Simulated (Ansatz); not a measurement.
# Response to strain in GaP

Take GaP in the zinc blende structure (space group F-43m, No. 216; a = 5.439 Å) as the base. Axes: x, y, z lie along the cube axes.

Strains are applied to the cell and any free atomic positions relax; under biaxial strain the out-of-plane vector relaxes too; under stress the whole cell relaxes.

Level of theory: PBEsol in Ansatz (plane waves to 420 eV, PAW, no SOC), earlier PAW set.

Candidates:
(a) isotropic strain −4.47 %
(b) biaxial strain +4.58 %, plane normal [110], relaxed out of plane
(c) uniaxial stress, 3 GPa tension along z
(d) uniaxial strain ε_yy = +3.02 %
(e) biaxial strain −1.36 %, plane normal [001], relaxed out of plane

Before the change:

The smallest direct gap is 1.80 eV.

Problem. Order them by smallest direct gap, lowest first.

Solution. (b) biaxial strain +4.58 %, plane normal [110], relaxed out of plane (0.82 eV), (d) uniaxial strain ε_yy = +3.02 % (1.49 eV), (c) uniaxial stress, 3 GPa tension along z (1.61 eV), (e) biaxial strain −1.36 %, plane normal [001], relaxed out of plane (1.87 eV), (a) isotropic strain −4.47 % (2.95 eV)

A biaxial case was relaxed in a doubled cell and then solved in the primitive one. Stability under load was not tested beyond the relaxation.

Ansatz is a first-principles code.
